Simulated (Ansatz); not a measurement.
# Effect of biaxial strain +2.00 %, plane normal [001], relaxed out of plane on K

The reference is K in the bcc (W type) structure (space group Im-3m, No. 229; a = 5.2146 Å; relaxed with 0.1 eV smearing). Axes: x, y, z lie along the cube axes.

Perturbation: tensile biaxial strain of 2.00 % in the plane normal to [001], as in epitaxy on a mismatched substrate; the out-of-plane cell vector and the atoms relax.

Calculations: PBEsol (Ansatz, a quantum-chemistry and plane-wave program; PAW; 420 eV plane waves; scalar-relativistic without spin-orbit coupling). Γ-centred 18×18×18 mesh, Fermi–Dirac width 0.1 eV.

The volume per atom rises by 0.82 Å³ (70.90 Å³ → 71.72 Å³) and the space group goes from Im-3m (No. 229) to I4/mmm (No. 139). The energy rises by 0.3 meV/atom and the pressure (mean of the normal stresses, compression positive) is still 0.0 GPa. The band gap is still zero and the out-of-plane strain amounts to -2.77 %. The ratio −ε⊥/ε∥ amounts to 1.39 and the mean in-plane stress (compression positive) amounts to 0.0 GPa.

Whether these cells are dynamically stable was not tested.
